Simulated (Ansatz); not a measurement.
# Pd: pressure 9 GPa

The parent structure is Pd in the fcc (Cu type) structure (space group Fm-3m, No. 225; a = 3.876 Å).

It is then changed as follows: cell and atoms relaxed at a pressure of 9 GPa.

Level of theory: PBEsol (Ansatz, an electronic-structure program, PAW, scalar-relativistic without spin-orbit coupling). k-mesh 21×21×21 (Γ-centred); smearing 0.05 eV (Fermi–Dirac).

The lattice parameter a falls by 0.051 Å to 3.825 Å and the shortest interatomic distance shrinks by 0.036 Å to 2.705 Å. The enthalpy H = E + PV relative to the base's energy amounts to +0.80 eV/atom and the band gap is still zero.

Final structure:

```
CELL_PARAMETERS angstrom
      0.00000     1.91241     1.91241
      1.91241     0.00000     1.91241
      1.91241     1.91241     0.00000
ATOMIC_POSITIONS crystal
  Pd 0.00000 0.00000 0.00000
```

Load acts through the strain it causes; cell and atoms are relaxed under it. Stability against distortions was not tested. Competing high-pressure phases were not computed. All final runs are without spin polarisation.
